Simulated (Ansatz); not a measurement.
Worked calculations on one periodic cell of amorphous Ti$_{20}$O$_{43}$B$_{2}$: Ti20O43B2, 65 atoms, volume 798.4 Å³, made by a melt-quench on the CHGNet potential and relaxed with DFT. O atoms were pushed apart under 1.9 Å during the dynamics, to hinder bonds among them. It is a model cell: composition and starting density were chosen by hand, and all elements were melted together. Cycles of charging were run to anneal it. Level of theory: PBE, scalar-relativistic without spin-orbit coupling (plane waves to 420 eV, PAW; Ansatz, a first-principles code). Sampling: a 2×2×2 Γ-centred mesh; Fermi-Dirac width 0.02 eV; no spin polarisation. Its volume was held where the quench left it, its shape was free, and it stands at a mean pressure of 2.3 GPa with stress components up to 2.3 GPa; the relaxation ran on the zone centre alone. Its density went from a set 3.47 to 3.47 g/cm³. The cell is small and was quenched far faster than a real film, so it is one sample of the glass.

**Question.** Count formal charges (Ti +4, O -2, B +3). What does the count lead one to expect at the Fermi level, and what does the calculation give?

**Answer.** 20 × (+4) + 43 × (-2) + 2 × (+3) = 0. The charges balance, so the anion-derived valence states can be full and a gap can open. On this mesh the highest filled and lowest empty level lie 2.65 eV apart, the PBE gap of this cell, with a localised state at one edge or both.

Four energies for an added electron at PBE on the zone centre alone (charged cells in a uniform background, spin-polarised): neutral at the neutral geometry -74784.510 eV; charged at the neutral geometry -74775.852 eV; charged and relaxed -74775.920 eV; neutral at the charged geometry -74784.431 eV.

**Question.** Find the two relaxation energies and their sum, the reorganisation energy.

**Answer.** On charging: -74775.852 − (-74775.920) = 0.068 eV. On discharging: -74784.431 − (-74784.510) = 0.079 eV. The sum is 0.147 eV. The carrier's level spreads over 16 of the 65 atoms' worth, more than a fifth of the atoms or a third of the atoms of its main element (six at least), and the sum is small, so it counts as a band carrier, whose relaxation energy shrinks as the cell grows. PBE's self-interaction favours spread-out carriers, so a hybrid can localise more.

Four energies for a hole at PBE on the zone centre alone (charged cells in a uniform background, spin-polarised): neutral at the neutral geometry -74784.510 eV; charged at the neutral geometry -74790.350 eV; charged and relaxed -74790.518 eV; neutral at the charged geometry -74783.983 eV.

**Question.** Find the two relaxation energies and their sum, the reorganisation energy.

**Answer.** On charging: -74790.350 − (-74790.518) = 0.168 eV. On discharging: -74783.983 − (-74784.510) = 0.527 eV. The sum is 0.695 eV. The carrier's level spreads over 4 of the 65 atoms' worth, so it counts as localised, most on one O atom with neighbours Ti 1.93 Å, Ti 1.94 Å, Ti 2.24 Å (neutral geometry). The values are uncorrected: the image energy of a point charge in this cell, 2.84 × 14.40 / (2 × 9.3) = 2.2 eV before screening, is screened by electrons alone at the fixed geometry and by ions too after relaxing, and the carrier can be spread before it relaxes, so each term can be off by up to that value times 1/ε∞, some tenths of an eV. PBE's self-interaction favours spread-out carriers, so a hybrid can localise more.
